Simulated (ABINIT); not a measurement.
A self-consistent single point of SiGe (P6_3mc, 4 atoms in the cell) with ABINIT.

Computed with PBEsol, norm-conserving pseudopotentials (PseudoDojo nc-sr-04 PBEsol standard) (plane waves; ABINIT 10.0.3).

```xyz
4
Lattice="3.9045 0.0000 0.0000 -1.9522 3.3814 0.0000 0.0000 0.0000 6.4508" Properties=species:S:1:pos:R:3 pbc="T T T"
Si     1.9522     1.1271     5.6419
Si     0.0000     2.2542     2.4165
Ge     1.9522     1.1271     3.2279
Ge     0.0000     2.2542     0.0025
```

Reference input (self-consistent single point, DFT, PBEsol, plane waves, norm-conserving pseudopotentials (PseudoDojo nc-sr-04 PBEsol standard)): pseudos = [Si.upf, Ge.upf]; ecut = 39 Ha; occopt = 3; tsmear = 0.00073499 Ha; ngkpt = 10 10 5; nshiftk = 1; shiftk = 0 0 0; potentials = PseudoDojo nc-sr-04 PBEsol standard; nband = 24; kptopt = 1; nstep = 60; toldfe = 1e-09 Ha. This run's input differs from it in these lines:

```diff
@@ -22,3 +22,3 @@
 kptopt 1
-ngkpt 10 10 5
+ngkpt 6 6 3
 nshiftk 1
```

Output, abridged:

```
--- !BeginCycle
solver: {iscf: 7, nstep: 60, nline: 4, wfoptalg: 0, }
tolerances: {toldfe: 1.00E-09, }
...

     iter   Etot(hartree)      deltaE(h)  residm     vres2
 ETOT  1  -183.60652618420    -1.836E+02 8.570E-01 7.995E+02
 ETOT  2  -186.64788605947    -3.041E+00 3.902E-02 1.398E+03
 ETOT  3  -186.82049503409    -1.726E-01 7.093E-03 2.624E+02
 ETOT  4  -186.85946875581    -3.897E-02 4.405E-03 7.750E+00
 ETOT  5  -186.86046436998    -9.956E-04 7.774E-04 9.500E-01
   [... 3 lines left out ...]
 ETOT  9  -186.86061239882    -1.200E-09 1.133E-04 2.151E-05
 ETOT 10  -186.86061240215    -3.335E-09 6.474E-05 2.192E-09
 ETOT 11  -186.86061240215    -6.253E-13 7.636E-05 1.571E-10
 ETOT 12  -186.86061240215    -6.253E-13 6.836E-05 5.659E-12
 At SCF step   12, etot is converged :
  for the second time, diff in etot=  6.253E-13 < toldfe=  1.000E-09

 Cartesian components of stress tensor (hartree/bohr^3)
  sigma(1 1)=  6.91467882E-06  sigma(3 2)=  0.00000000E+00
  sigma(2 2)=  6.91467874E-06  sigma(3 1)=  0.00000000E+00
  sigma(3 3)=  1.53316557E-05  sigma(2 1)=  5.96686595E-14

 ----iterations are completed or convergence reached----

 reduced coordinates (array xred) for    4 atoms
       0.666666666667      0.333333333333      0.874610000000
       0.333333333333      0.666666666667      0.374610000000
       0.666666666667      0.333333333333      0.500390000000
       0.333333333333      0.666666666667      0.000390000000
 cartesian forces (eV/Angstrom) at end:
    1     -0.00000000000000    -0.00000000000000    -0.00950834297334
   [... lines left out ...]
 Fermi (or HOMO) energy (hartree) =   0.17040   Average Vxc (hartree)=  -0.36241
 Fermi (or HOMO) energy (eV) =   4.63677   Average Vxc (eV)=  -9.86172
   [... lines left out ...]
total_energy        : -1.86860612402153E+02
total_energy_eV     : -5.08473585238965E+03
band_energy         : -1.54560570585142E+01
...

-Cartesian components of stress tensor (GPa)         [Pressure= -2.8598E-01 GPa]
- sigma(1 1)=  2.03436840E-01  sigma(3 2)=  0.00000000E+00
- sigma(2 2)=  2.03436838E-01  sigma(3 1)=  0.00000000E+00
- sigma(3 3)=  4.51072809E-01  sigma(2 1)=  1.75551227E-09

 Calculation completed.
```

The run converged in 12 iterations. Against the reference run the free energy rises by 11.1 meV/atom, the pressure hardly changes (-0.30 to -0.29 GPa), the largest force hardly changes (0.012 to 0.010 eV/Å) and the gap on the mesh hardly changes (0.355 to 0.351 eV).

The starting cell comes from a database of computed structures (which also holds hypothetical and non-ambient phases and stackings), without a prior relaxation at this level.

Cost on one core of a shared machine: roughly 2 min.
